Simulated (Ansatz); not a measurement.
Start from RhSi (space group Pnma, No. 62; a = 5.5372 Å, b = 3.0610 Å, c = 6.3690 Å; a cell from a computed database, its experimental status unchecked).

Computed with PBEsol (Ansatz, a quantum-chemistry and plane-wave program; PAW; 420 eV plane waves; no spin-orbit coupling).

Base values:

```
Property    Value
--------  -------
Pressure  0.0 GPa
Band gap     zero
```

Now apply this change: an isotropic linear strain of +0.68 %, atoms relaxed at fixed cell.

Task: What happens to the energy relative to the base, pressure and band gap?

Result: The energy increases by 3.8 meV/atom; the pressure (mean of the normal stresses, compression positive) goes from zero to -4.3 GPa; the band gap is still zero.

Whether these cells are dynamically stable was not tested. All final runs are without spin polarisation. The zero or small gap of RhSi can change with the level of theory.
